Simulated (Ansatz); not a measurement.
Consider Be in the hcp (Mg type) structure (space group P6_3/mmc, No. 194; a = 2.255 Å, c = 3.558 Å; relaxed with 0.1 eV smearing). Axes: x lies along a and z along c of the hexagonal cell.

The values are results of PBEsol (Ansatz, a quantum-chemistry and plane-wave program, PAW, spin-orbit coupling left out), not measurements.

For the base:

```
Property                         Value
-----------------------------  -------
Shortest interatomic distance  2.205 Å
Pressure                       0.0 GPa
Band gap                          zero
```

The change: uniaxial strain ε_zz = +1.00 %, all other strain components held at zero, atoms relaxed at fixed cell.

Task: Estimate the effect on the energy relative to the base, shortest interatomic distance, pressure and band gap.

Result: The energy goes up by 0.9 meV/atom; the shortest interatomic distance goes up by 0.014 Å to 2.219 Å; the pressure (mean of the normal stresses, compression positive) goes from zero to -1.3 GPa; the band gap remains zero.

No phonon test of stability was made.
